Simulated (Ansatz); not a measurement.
NbRu (Cmmm, No. 65, 2 atoms in the cell; start mp-1220325), treated with PBEsol (Ansatz, a quantum-chemistry and plane-wave program, plane waves, PAW).

Settings: plane-wave cutoff 520 eV, 20×20×14 k mesh (along the axes of the cell as run), Fermi–Dirac smearing 0.05 eV, no spin polarisation, scalar-relativistic PAW data made under PBE.

Cell (relaxed at this level):

```cif
data_Nb2Ru2
_chemical_formula_sum 'Nb2 Ru2'
_space_group_name_H-M_alt 'Cmmm'
_space_group_IT_number 65
_space_group_name_Hall '-C 2 2'
_cell_length_a 3.23359
_cell_length_b 4.55835
_cell_length_c 4.18690
_cell_angle_alpha 90.000
_cell_angle_beta 90.000
_cell_angle_gamma 90.000
loop_
_space_group_symop_operation_xyz
  'x, y, z'
  '-x, -y, -z'
  '-x, -y, z'
  'x, y, -z'
  'x, -y, -z'
  '-x, y, z'
  '-x, y, -z'
  'x, -y, z'
  'x+1/2, y+1/2, z'
  '-x+1/2, -y+1/2, -z'
  '-x+1/2, -y+1/2, z'
  'x+1/2, y+1/2, -z'
  'x+1/2, -y+1/2, -z'
  '-x+1/2, y+1/2, z'
  '-x+1/2, y+1/2, -z'
  'x+1/2, -y+1/2, z'
loop_
_atom_site_label
_atom_site_type_symbol
_atom_site_symmetry_multiplicity
_atom_site_Wyckoff_symbol
_atom_site_fract_x
_atom_site_fract_y
_atom_site_fract_z
_atom_site_occupancy
Nb1 Nb 2 a 0.00000 0.00000 0.00000 1
Ru1 Ru 2 c 0.00000 0.50000 0.50000 1
```
(The calculation used a cell of 2 atoms; values per cell refer to that cell.)

### Question
What does this level give for the bulk modulus?

### Answer

* **bulk modulus**: 242 GPa

Note: the run has no spin polarisation, so it can have missed a magnetic state; the bulk modulus is −V dP/dV from two relaxed cells at ±2 % in volume; the relaxation could not lower the start's symmetry, so the cell can be a saddle point above a distorted one.

The computed numbers hold no vibrational or temperature effects.

Cost on a shared machine: about 6 core-minutes (a rough figure).

A start named mp-… is a Materials Project structure, which need not be a measured phase.
